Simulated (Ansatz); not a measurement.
## WSi2 under a change: W → Os

The reference is WSi$_{2}$ (space group I4/mmm, No. 139; a = 3.203 Å, c = 7.816 Å).

One thing is altered: full substitution W → Os; the structure is relaxed again.

Computed with DFT with PBEsol, PAW potentials and a 420 eV plane-wave cutoff in Ansatz (a quantum-chemistry and plane-wave program), spin-orbit coupling left out, earlier PAW set. k-mesh 20×20×20 (Γ-centred); smearing 0.05 eV (Fermi–Dirac).

The volume per atom shrinks by 0.11 Å³ (13.36 Å³ → 13.25 Å³) and the density increases by 0.35 g/cm³, from 9.94 g/cm³ to 10.29 g/cm³. The lattice parameter a increases by 0.058 Å, from 3.203 Å to 3.261 Å and the c/a ratio shrinks by 0.1478 (2.440 → 2.293). The shortest interatomic distance drops by 0.140 Å, from 2.587 Å to 2.447 Å and the band gap is still zero.

No phonon test of stability was made. As relaxed here, OsSi2 is a hypothetical phase, not in the database extracts checked. All final runs are without spin polarisation. OsSi2 has a high density of states at the Fermi level and may be magnetic at this level.
